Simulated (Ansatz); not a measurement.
Results of PBEsol (Ansatz, a program for electronic structure, PAW) for LuAlN₂ (model structure, started from the ScAlN2 type, P3m1, No. 156, 4 atoms in the cell).

Input file:

Ansatz 0.2 input:
```yaml
crystal:
  lattice:
    - [3.3980808148, 0.0, 0.0]
    - [-1.6990404074, 2.9428243097, 0.0]
    - [0.0, 0.0, 5.3437456944]
  atoms:
    - { symbol: Lu, position: [0.3333333333, 0.6666666667, -0.0056549272] }
    - { symbol: N, position: [0.3333333333, 0.6666666667, 0.4137093944] }
    - { symbol: Al, position: [0.6666666667, 0.3333333333, 0.506419615] }
    - { symbol: N, position: [0.6666666667, 0.3333333333, 0.8555259178] }
basis:
  ecutwfc: 520
  ecutrho_ratio: 4
  xc_grid: 2
kpoints:
  mp_grid: { grid: [12, 12, 6] }
  band_path:
    path:
      - [0.0, 0.0, 0.0]
      - [0.05, 0.0, 0.0]
      - [0.1, 0.0, 0.0]
      - [0.15, 0.0, 0.0]
      - [0.2, 0.0, 0.0]
      - [0.25, 0.0, 0.0]
      - [0.3, 0.0, 0.0]
      - [0.35, 0.0, 0.0]
      - [0.4, 0.0, 0.0]
      - [0.45, 0.0, 0.0]
      - [0.5, 0.0, 0.0]
      - [0.466667, 0.066667, 0.0]
      - [0.433333, 0.133333, 0.0]
      - [0.4, 0.2, 0.0]
      - [0.366667, 0.266667, 0.0]
      - [0.333333, 0.333333, 0.0]
      - [0.305556, 0.305556, 0.0]
      - [0.277778, 0.277778, 0.0]
      - [0.25, 0.25, 0.0]
      - [0.222222, 0.222222, 0.0]
      - [0.194444, 0.194444, 0.0]
      - [0.166667, 0.166667, 0.0]
      - [0.138889, 0.138889, 0.0]
      - [0.111111, 0.111111, 0.0]
      - [0.083333, 0.083333, 0.0]
      - [0.055556, 0.055556, 0.0]
      - [0.027778, 0.027778, 0.0]
      - [0.0, 0.0, 0.1]
      - [0.0, 0.0, 0.2]
      - [0.0, 0.0, 0.3]
      - [0.0, 0.0, 0.4]
      - [0.0, 0.0, 0.5]
      - [0.05, 0.0, 0.5]
      - [0.1, 0.0, 0.5]
      - [0.15, 0.0, 0.5]
      - [0.2, 0.0, 0.5]
      - [0.25, 0.0, 0.5]
      - [0.3, 0.0, 0.5]
      - [0.35, 0.0, 0.5]
      - [0.4, 0.0, 0.5]
      - [0.45, 0.0, 0.5]
      - [0.5, 0.0, 0.5]
      - [0.466667, 0.066667, 0.5]
      - [0.433333, 0.133333, 0.5]
      - [0.4, 0.2, 0.5]
      - [0.366667, 0.266667, 0.5]
      - [0.333333, 0.333333, 0.5]
      - [0.305556, 0.305556, 0.5]
      - [0.277778, 0.277778, 0.5]
      - [0.25, 0.25, 0.5]
      - [0.222222, 0.222222, 0.5]
      - [0.194444, 0.194444, 0.5]
      - [0.166667, 0.166667, 0.5]
      - [0.138889, 0.138889, 0.5]
      - [0.111111, 0.111111, 0.5]
      - [0.083333, 0.083333, 0.5]
      - [0.055556, 0.055556, 0.5]
      - [0.027778, 0.027778, 0.5]
      - [0.5, 0.0, 0.4]
      - [0.5, 0.0, 0.3]
      - [0.5, 0.0, 0.2]
      - [0.5, 0.0, 0.1]
      - [0.333333, 0.333333, 0.4]
      - [0.333333, 0.333333, 0.3]
      - [0.333333, 0.333333, 0.2]
      - [0.333333, 0.333333, 0.1]
    npoints: 1
hamiltonian:
  xc: pbesol
  dispersion: none
  pseudopotentials: { kind: paw }
scf:
  occupations: { method: fermi_dirac, width: 0.01 }
  convergence: { dr2_threshold: 0.0000000004 }
output:
  forces: true
  stress: true
  eigenvalues: true
  write_bands: true
```

The run printed, among other lines:

```
Crystal: 4 atoms, lattice volume = 53.437 Å³
Basis set: ecut = 520 eV, 1459 PW (Γ), exchange–correlation on 54×54×80 points (8 copies of the dense FFT grid, shifted against one another)
Bands: 23, of which v1, the nominal top of the filled ones, is band 19 counted from 1 (18 counted from 0)
Symmetry: 6 space group operations
Space group: P3m1 (ITA 156), of the structure as read, at distance tolerance 3.8e-5 Å
k-points: 100 of 864 (time reversal used)
Functional: x = pbesol(κ = 0.804, μ = 0.12345679012345678), c = pbesol(β = 0.046)
SCF iter   1: F=—  HF=-15898.561283 eV  |F-HF|=—  |Δ(HF+E_count)|=         —  Δρ=1.26e-2  dr2=1.12e-1
SCF iter   2: F=—  HF=-15898.535964 eV  |F-HF|=—  |Δ(HF+E_count)|=   2.53e-2  Δρ=2.53e-3  dr2=4.68e-3
  ...
SCF iter  10: F=—  HF=-15898.535162 eV  |F-HF|=—  |Δ(HF+E_count)|=  8.79e-10  Δρ=1.12e-6  dr2=7.09e-10
SCF iter  11: F=-15898.535162 eV  HF=-15898.535162 eV  |F-HF|=1.20e-10  |Δ(HF+E_count)|=  1.76e-10  Δρ=3.95e-7  dr2=9.74e-11
SCF 1 converged in 11 iterations: F = -15898.535162 eV  dr2 = 9.74e-11
SCF converged after 11 iterations
Free energy (F): -15898.535162 eV
Internal energy: -15898.535162 eV  (E = F + TS)
E sigma→0 (E₀):  -15898.535162 eV
Fermi energy:    11.486871 eV
--- Forces (eV/Å), atoms counted from 1 ---
  atom   1  Lu     0.00000000    -0.00000000    -0.00105455
  atom   2  N      0.00000000    -0.00000000     0.00048840
  atom   3  Al     0.00000000     0.00000000     0.00069294
  atom   4  N      0.00000000     0.00000000    -0.00012564
--- Stress (GPa, compression-positive) ---
        0.019700       0.000000      -0.000000
        0.000000       0.019700       0.000000
       -0.000000       0.000000       0.016846
  P = ⅓ Tr σ = 0.0187 GPa (0.187 kbar)
```

The PAW data were made under PBE.

Note: the relaxation could raise the start's symmetry but not lower it, so the cell can be a saddle point.

A model structure was made by putting elements into a prototype or built by hand; it is no filed structure, need not be a known phase, and can be a saddle point held by its symmetry.
